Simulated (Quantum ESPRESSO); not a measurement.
Quantum ESPRESSO run on LuPt3 (P1, 4 atoms in the cell): self-consistent single point.

Computed with PBEsol, spin-orbit coupling, PSlibrary fully relativistic ultrasoft (PBE) pseudopotentials (plane waves; Quantum ESPRESSO 7.5).

```
LuPt3
1.0
    4.04579     0.00000     0.00000
    0.00000     4.04579     0.00000
    0.00000     0.00000     4.04579
Lu Pt
1 3
Cartesian
  0.05802  -0.05375   0.08425
 -0.14032   2.01915   2.07475
  2.00292   0.03812   1.91852
  2.12516   2.04227  -0.03172
```

Reference input (self-consistent single point, DFT, PBEsol, plane waves, PSlibrary ultrasoft (PBE) pseudopotentials): ecutwfc = 50 Ry; ecutrho = 500 Ry; occupations = smearing; smearing = fermi-dirac; degauss = 0.0099958 Ry; input_dft = pbesol; potentials = {Lu: Lu.pbe-spdn-rrkjus_psl.1.0.0.UPF, Pt: Pt.pbe-n-rrkjus_psl.1.0.0.UPF}; K_POINTS = automatic 5 5 5 0 0 0; conv_thr = 1e-09 Ry; mixing_beta = 0.4. This run's input differs from it in these lines:

```diff
@@ -12,4 +12,4 @@
  ntyp = 2
- ecutwfc = 50
- ecutrho = 500
+ ecutwfc = 55
+ ecutrho = 550
  occupations = 'smearing'
@@ -17,2 +17,4 @@
  degauss = 0.0099958
+ noncolin = .true.
+ lspinorb = .true.
  input_dft = 'pbesol'
@@ -24,4 +26,4 @@
 ATOMIC_SPECIES
-Lu   174.9668  Lu.pbe-spdn-rrkjus_psl.1.0.0.UPF
-Pt   195.0840  Pt.pbe-n-rrkjus_psl.1.0.0.UPF
+Lu   174.9668  Lu.rel-pbe-spdn-rrkjus_psl.1.0.0.UPF
+Pt   195.0840  Pt.rel-pbe-n-rrkjus_psl.1.0.0.UPF
 CELL_PARAMETERS {angstrom}
```

The program printed (abridged):

```
     Self-consistent Calculation

     iteration #  1     ecut=    55.00 Ry     beta= 0.40

     total energy              =    -319.96690188 Ry
     estimated scf accuracy    <       0.68133376 Ry

     iteration #  2     ecut=    55.00 Ry     beta= 0.40

     total energy              =    -320.16441192 Ry
     estimated scf accuracy    <       0.07508312 Ry

     iteration #  3     ecut=    55.00 Ry     beta= 0.40

     total energy              =    -320.17182820 Ry
     estimated scf accuracy    <       0.01222790 Ry

   [... 8 blocks of this kind left out ...]

     iteration # 12     ecut=    55.00 Ry     beta= 0.40

     total energy              =    -320.17782459 Ry
     estimated scf accuracy    <          1.6E-09 Ry

     iteration # 13     ecut=    55.00 Ry     beta= 0.40
     End of self-consistent calculation

     the Fermi energy is    16.3846 ev

!    total energy              =    -320.17782459 Ry
     estimated scf accuracy    <          8.0E-10 Ry
     smearing contrib. (-TS)   =      -0.01015896 Ry
     internal energy E=F+TS    =    -320.16766563 Ry

     convergence has been achieved in  13 iterations

     Forces acting on atoms (cartesian axes, Ry/au):

     atom    1 type  1   force =    -0.00876945    0.02063200   -0.03867242
     atom    2 type  2   force =     0.07000837    0.00010650   -0.01988122
     atom    3 type  2   force =    -0.00370323   -0.01171616    0.04908078
     atom    4 type  2   force =    -0.05753569   -0.00902234    0.00947286

     Total force =     0.115482     Total SCF correction =     0.000011

          total   stress  (Ry/bohr**3)                   (kbar)     P=      -15.08
  -0.00004183   0.00004974  -0.00006670           -6.15        7.32       -9.81
   0.00004974  -0.00023878   0.00000537            7.32      -35.13        0.79
  -0.00006670   0.00000537  -0.00002695           -9.81        0.79       -3.96

   JOB DONE.
```

The run converged in 13 iterations. Against the reference run the pressure goes from -0.94 to -1.51 GPa and the largest force goes from 1.939 to 1.871 eV/Å.

The starting cell comes from a database of computed structures (which also holds hypothetical and non-ambient phases and stackings), without a prior relaxation at this level. Its atoms were displaced at random from the sites of space group no. 221. Forces in this geometry exceed 1 eV/Å.

Cost on one core of a shared machine: roughly 7 min.
